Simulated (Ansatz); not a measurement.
This concerns the formation energy of H_i in Co (hcp, P6₃/mmc). Reaction: 36 Co (hcp) + Si4H10 (gas) → cell A + Si4H9 (gas).

Cell A: a supercell of 36 sites of Co (hcp, P6₃/mmc) with H off the lattice sites (6 Co at 1.79 Å); spin state with PBE: parallel moments, net moment 57.2 μB a cell, k-point mesh 6×6×5.
```xyz
37
Lattice="7.4800 0.0000 0.0000 -3.7400 6.4779 0.0000 0.0000 0.0000 8.0739" Properties=species:S:1:pos:R:3 pbc="T T T"
Co     0.0031     1.4377     1.0061
Co     1.2525     0.7164     3.0237
Co     0.0250     1.4251     5.0680
Co     1.2492     0.7183     7.0658
Co    -1.2467     3.6024     1.0061
Co     0.0250     2.8935     3.0058
Co    -1.2467     3.6277     5.0680
Co     0.0031     2.8808     7.0678
Co    -2.4941     5.7577     1.0102
Co    -1.2467     5.0451     3.0237
Co    -2.4931     5.7583     5.0467
Co    -1.2467     5.0413     7.0658
Co     2.4933     1.4404     1.0102
Co     3.7342     0.7164     3.0237
Co     2.4933     1.4392     5.0467
Co     3.7375     0.7183     7.0658
Co     1.2492     3.6003     1.0081
Co     2.4933     2.8794     3.0272
Co     1.2525     3.6022     5.0502
Co     2.4933     2.8782     7.0636
Co     0.0008     5.7577     1.0102
Co     1.2469     5.0382     3.0272
Co    -0.0003     5.7583     5.0467
Co     1.2459     5.0388     7.0636
Co     4.9836     1.4377     1.0061
Co     6.2333     0.6909     3.0058
Co     4.9617     1.4251     5.0680
Co     6.2333     0.7162     7.0678
Co     3.7375     3.6003     1.0081
Co     4.9617     2.8935     3.0058
Co     3.7342     3.6022     5.0502
Co     4.9836     2.8808     7.0678
Co     2.4933     5.7552     1.0081
Co     3.7397     5.0382     3.0272
Co     2.4933     5.7514     5.0502
Co     3.7408     5.0388     7.0636
H     -1.2467     2.1593     4.0369
```

Reference: Co (hcp, P6₃/mmc), 36 atoms in the cell, the relaxed perfect crystal repeated, atoms not moved again; spin state with PBE: parallel moments, net moment 57.7 μB a cell, k-point mesh 6×6×5 on the run's own vectors.

Reference: an isolated Si4H9 molecule (doublet) in a box of 17 × 17 × 16 Å.
```xyz
13

Si    -0.6663     2.1050    -0.6267
Si     0.0984    -0.0922    -0.4333
Si     2.1928    -0.3922     0.5530
Si    -1.5094    -1.7288    -0.0019
H      0.4155     2.9635    -1.1975
H     -1.0735     2.6847     0.6932
H     -1.8506     2.1451    -1.5372
H      3.1749     0.5533    -0.0589
H      2.6587    -1.7934     0.3236
H      2.1672    -0.1458     2.0304
H     -0.9143    -3.0834    -0.2120
H     -2.6643    -1.5549    -0.9342
H     -2.0292    -1.6608     1.4014
```

Reference: an isolated Si4H10 molecule (singlet) in a box of 17 × 16 × 16 Å.
```xyz
14

Si    -0.0098     2.1051    -0.7634
Si     0.0566     0.1806     0.5831
Si     1.9189    -1.1526     0.0588
Si    -1.9387    -1.0467     0.4005
H      1.2459     2.9014    -0.6004
H     -0.1478     1.7300    -2.2049
H     -1.1721     2.9679    -0.3863
H      0.1953     0.6233     2.0117
H      3.1845    -0.3729     0.2259
H      1.8399    -1.6273    -1.3577
H      1.9756    -2.3485     0.9555
H     -1.9019    -2.2421     1.2990
H     -3.1108    -0.2000     0.7836
H     -2.1357    -1.5181    -1.0055
```

Computed with Ansatz (plane waves, PAW), its default PAW set, cutoff 420 eV. The structures are at rest with PBE, within the held lattices. Neutral cells; Fermi-Dirac smearing of at most 0.10 eV in the solids, energies taken to zero width. Larger cells are relaxed from a start prepared with the learned potential CHGNet, on a coarser mesh till forces fall under 0.03 eV/Å, which some starts already meet. A dispersion term (D3(BJ), or D4 for r2SCAN) was computed beside these levels and is taken off wherever the name lacks it. Space groups of crystals are read within 0.01 Å. Nuclei at rest; no vibrational terms. Cells are local rest points, mostly with their start's symmetry. No search over spin orders was made beyond those shown. Values are for these cell sizes. Mesh and cell size may move defect energies by 0.1 eV or more. Cell A has symmetry P-3m1 within 0.02 Å and got no random move, so less symmetric positions, which may lie lower, weren't tried.

Q: What is the computed value (PBE)?

A: 1.40 eV, for 36 Co (hcp) + Si4H10 (gas) → cell A + Si4H9 (gas).

Ansatz is a quantum-chemistry and plane-wave program.
